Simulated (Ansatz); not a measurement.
Consider the following.

```
PbI2
1.0
    4.24886     0.00000     0.00000
   -2.12443     3.67962     0.00000
    0.00000     0.00000    14.30190
Pb I
2 4
Direct
  0.33333   0.66667   0.25000
  0.66667   0.33333   0.75000
  0.33333   0.66667   0.60695
  0.66667   0.33333   0.10695
  0.66667   0.33333   0.39305
  0.33333   0.66667   0.89305
```

A single point on hypothetical P6_3/mmc PbI2 with a change (pressure 0.3 GPa), its geometry relaxed with PBEsol-D3(BJ).

All numbers come from PBEsol (Ansatz, a first-principles code), noncollinear with spin-orbit coupling, earlier PAW set. Settings: 9×9×3 k-points, 0.05 eV Fermi–Dirac smearing.

Question: Estimate the band gap.

Answer: 0.94 eV.

Question: Predict the smallest direct gap.

Answer: 1.53 eV.

Question: Predict the valence-band top at Γ (three highest Kramers pairs, from the VBM).

Answer: 0.00, -0.43, -0.74 eV.

Single points use the geometry relaxed with PBEsol-D3(BJ). Load acts through the strain it causes; cell and atoms are relaxed under it. Stability against distortions was not tested. The cell was made from PbI$_{2}$ in the 2H-MoS2 type structure (space group P6_3/mmc, No. 194; a hypothetical phase, not in the database extracts checked) by this change: pressure 0.3 GPa.
